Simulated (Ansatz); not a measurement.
**What tensor shear ε_xz = +0.40 % does to Cu3SbS4**

Start from Cu$_{3}$SbS$_{4}$ (space group I-42m, No. 121; a = 5.340 Å, c = 10.635 Å). Axes: x, y, z lie along a, b, c of the conventional cell.

Perturbation: tensor shear ε_xz = +0.40 % (engineering shear γ = 0.0080), atoms relaxed at fixed cell.

Computed with plane-wave PAW DFT at the PBEsol level (Ansatz, an electronic-structure program, 420 eV), no spin-orbit coupling. Settings: 12×12×12 k-points, 0.05 eV Fermi–Dirac smearing.

```tsv
quantity	base	changed	shift
volume per atom	18.95 Å³	18.95 Å³	0.00 Å³
space group	I-42m (No. 121)	C2 (No. 5)	–
shortest interatomic distance	2.260 Å	2.259 Å	-0.001 Å
energy relative to the base (free energy F)	0 meV/atom	+0.1 meV/atom	+0.1 meV/atom
pressure (mean of the normal stresses, compression positive)	0.0 GPa	0.0 GPa	0.0 GPa
band gap	zero	zero	–
stress (xx, yy, zz, yz, xz, xy; compression positive) (rough)	–	(0.0, 0.0, 0.0, 0.0, -0.3, 0.0) GPa	–
```

Cost of the whole job for the changed cell (relaxation, final SCF and bands): around 19 core-minutes (rough).

Without a gap, meshes like the base's 12×12×12 leave anisotropic stresses uncertain by several tenths of a GPa, and small strain energies with them. Spin-orbit coupling, missing from the scalar runs, can matter with Sb. The cells carry an imposed strain or load. Stability against distortions was not tested. All final runs are without spin polarisation.
